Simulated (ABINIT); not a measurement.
Troubleshooting ABINIT: a failed run on HfTeSe (P3m1, 3 atoms in the cell). The aim is a self-consistent single point with DFT, LDA (PW92), plane waves, PAW (JTH v2.0 LDA PAW).

Cell that was meant: a = 3.9384 Å, b = 3.9384 Å, c = 6.8644 Å, α = 90.00°, β = 90.00°, γ = 120.00°.

Part of the input:

```
         0.6666666667    0.3333333333    0.2507200000
         0.3333333333    0.6666666667    0.7675200000
ecut 20
pawxcdev 0
occopt 6
tsmear 0.1 eV
nband 17
```

Output (repeated stretches shortened):

```
    This message will only be printed once, even if there are other datasets where tolsym is bigger than 1.0e-8.
...

 symlatt: the Bravais lattice is hP (primitive hexagonal)
 symspgr: spgroup= 156  P3 m 1   (=C3v^1)
 symspgr: optical characteristics = uniaxial
 Optical axis (in reduced coordinates, real space ) :   0   0   1
 Slater exchange
 P. A. M. Dirac, Math. Proc. Cambridge Philos. Soc. 26, 376 (1930)
 F. Bloch, Z. Phys. 57, 545 (1929)
 Perdew & Wang
 J. P. Perdew and Y. Wang, Phys. Rev. B 45, 13244 (1992)

 LMac pawujat is:            0
getng is called for the coarse grid:
 For input ecut=  2.000000E+01 best grid ngfft=      30      30      54
       max ecut=  2.007525E+01

 ==== FFT mesh ====
  FFT mesh divisions ........................    30   30   54
  Augmented FFT divisions ...................    31   31   54
  FFT algorithm .............................   312
  FFT cache size ............................    16
 getmpw: optimal value of mpw= 2682
getng is called for the fine grid:
 Using supplied coarse mesh as initial guess.
 For input ecut= -1.000000E+00 best grid ngfft=      30      30      54
       max ecut=  2.007525E+01

 ==== FFT mesh ====
  FFT mesh divisions ........................    30   30   54
  Augmented FFT divisions ...................    31   31   54
  FFT algorithm .............................   312
  FFT cache size ............................    16
 Symmetries : space group P3 m 1 (#156); Bravais hP (primitive hexag.)

 getdim_nloc: deduce lmnmax  =  18, lnmax  =   6,
                      lmnmaxso=  18, lnmaxso=   6.

--- !ERROR
src_file: m_memeval.F90
src_line: 2443
mpi_rank: 0
message: |
    The value of (paw)ecutdg is zero or negative, which is forbidden.
...

 abinit_abort: decision taken to exit. Check above messages for more info
Abort(13) on node 0 (rank 0 in comm 0): application called MPI_Abort(MPI_COMM_WORLD, 13) - process 0

--- !ERROR
src_file: m_memeval.F90
src_line: 2443
mpi_rank: 0
message: |
    The value of (paw)ecutdg is zero or negative, which is forbidden.
...
```

### Question
From the messages shown, name the fault and mend the input.

### Answer
The fault is no cutoff for the fine PAW grid. PAW runs need a second, finer grid for the compensation charges. To fix it, give the fine-grid cutoff. The program stopped before any SCF iteration.

The sound input it was made from differs as follows (other fixes are possible):
```diff
+pawecutdg 40
```

With that input, the run converged in 15 iterations: free energy E − TS -1863.78 eV; Fermi level (on the code's own zero) -3.52 eV; pressure -6.20 GPa; largest force (vector length) 0.662 eV/Å (DFT, LDA (PW92), plane waves, PAW (JTH v2.0 LDA PAW)).

On the sound input: the starting cell comes from a database of computed structures (which also holds hypothetical and non-ambient phases and stackings), without a prior relaxation at this level. Its lattice was rescaled by a random factor within 2.5 % of one. With a pressure of about -6 GPa the cell is away from its equilibrium volume at this level.
